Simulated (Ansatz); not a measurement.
Start from InAs in the zinc blende structure (space group F-43m, No. 216; a = 6.0869 Å).

The change: the cell is scaled by 0.9541 in all directions, atoms relaxed at fixed cell.

Levels (all Ansatz, a program for electronic structure, PAW): PBEsol (420 eV, no spin-orbit coupling); PBEsol+SOC (420 eV, with spin-orbit coupling).

The geometry is relaxed with PBEsol.

- PBEsol pressure = 109.3 kbar
- PBEsol band gap = 0.32 eV
- PBEsol valence-band top at Γ = 0.00, 0.00, 0.00 eV

Problem. Predict the pressure, band gap and valence-band top at Γ from PBEsol+SOC.

Solution. The pressure falls by 0.8 kbar (109.3 kbar → 108.5 kbar); the band gap decreases by 0.115 eV to 0.21 eV; the valence-band top at Γ (three highest Kramers pairs, from the VBM) becomes 0.00, 0.00, -0.37 eV (PBEsol: 0.00, 0.00, 0.00 eV). The threefold valence maximum splits by Δso ≈ 0.37 eV.

Single points use the geometry relaxed with PBEsol. The spin-orbit shifts are approximate. The cells carry an imposed strain or load. Stability against distortions was not tested. The runs without spin-orbit coupling are not spin-polarised. A zero or small gap of InAs can be the functional's error rather than a property of the material.
